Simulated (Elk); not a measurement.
Input and output of a self-consistent single point for ScBi (Fm-3m, 2 atoms in the cell) (Elk).

Method of the run: LDA (PW92), all-electron FP-LAPW, Elk's shipped species files, APW+lo basis with extra local orbitals (Elk).

The change in words: lattice scaled by 0.98. Reference geometry:
```
ScBi
1.0
    0.00000     3.07776     3.07776
    3.07776     0.00000     3.07776
    3.07776     3.07776     0.00000
Sc Bi
1 1
Direct
  0.50000   0.50000   0.50000
  0.00000   0.00000   0.00000
```

Reference input (self-consistent single point, DFT, LDA (PW92), all-electron FP-LAPW, Elk's shipped species files, APW+lo basis with extra local orbitals): xctype = 3; rgkmax = 7.5; stype = 0; swidth = 0.00734986 Ha; ngridk = 8 8 8; gmaxvr = 16 1/bohr; nxlo = 2; lorbcnd = true; lmaxi = 3. This run's input differs from it in these lines:

```diff
@@ -28,5 +28,5 @@
 avec
-    0.0000000000    5.8161215876    5.8161215876
-    5.8161215876    0.0000000000    5.8161215876
-    5.8161215876    5.8161215876    0.0000000000
+    0.0000000000    5.6997994960    5.6997994960
+    5.6997994960    0.0000000000    5.6997994960
+    5.6997994960    5.6997994960    0.0000000000
```

Output, abridged:

```
│ Self-consistent loop started │
│ Loop number : 1 │
 total energy                :     -22344.7764214
│ Loop number : 2 │
 total energy                :     -22345.0271278
RMS change in Kohn-Sham potential (target) :   0.8518652483E-01 (  0.1000000000E-05)
Absolute change in total energy (target)   :   0.2507063841     (  0.1000000000E-03)
│ Loop number : 3 │
 total energy                :     -22349.7619002
RMS change in Kohn-Sham potential (target) :   0.1096590978     (  0.1000000000E-05)
Absolute change in total energy (target)   :    4.797448991     (  0.1000000000E-03)
│ Loop number : 4 │
   [... lines left out ...]
Absolute change in total energy (target)   :   0.1642615716E-03 (  0.1000000000E-03)
│ Loop number : 23 │
 total energy                :     -22332.6205060
RMS change in Kohn-Sham potential (target) :   0.3364463134E-06 (  0.1000000000E-05)
Absolute change in total energy (target)   :   0.1007032588E-03 (  0.1000000000E-03)
│ Loop number : 24 │
 total energy                :     -22332.6205447
RMS change in Kohn-Sham potential (target) :   0.1503152700E-06 (  0.1000000000E-05)
Absolute change in total energy (target)   :   0.6383165965E-04 (  0.1000000000E-03)
Convergence targets achieved

│ Loop number : 25 │

Energies :
 Fermi                       :     0.232739520257
 total energy                :     -22332.6205397

Density of states at Fermi energy :    14.55583092
 (states/Hartree/unit cell)

Estimated indirect band gap :   0.1970343858E-02
 from k-point      2 to k-point      6
Estimated direct band gap   :   0.2311176040E-01
 at k-point     13

Charges :
 core                        :    78.00000000
 valence                     :    26.00000000
 interstitial                :    3.383531983
 muffin-tins (core leakage)
  species :    1 (Sc)
   atom    1                 :    19.07111794     (  0.3317087049E-08)
  species :    2 (Bi)
   atom    1                 :    81.54535008     (  0.7005707583E-03)
 total in muffin-tins        :    100.6164680
 total calculated charge     :    104.0049745
 total charge                :    104.0000000
 error                       :   0.4974487317E-02

│ Self-consistent loop stopped │
```

The run converged in 25 iterations. The count includes the last loop, which Elk runs after its targets are met. Against the reference run the total energy drops by 64.1 meV/atom.

The starting cell comes from a database of computed structures (which also holds hypothetical and non-ambient phases and stackings), without a prior relaxation at this level. Its lattice was rescaled by a random factor within 2.5 % of one. For this run, on top of that: lattice scaled by 0.98. Spin-orbit coupling is off. Values depend on the basis (sphere radii, cutoffs, local orbitals), which need not be converged. The log's line on a gap gives a spacing of levels on this mesh, which the program prints for metals too.
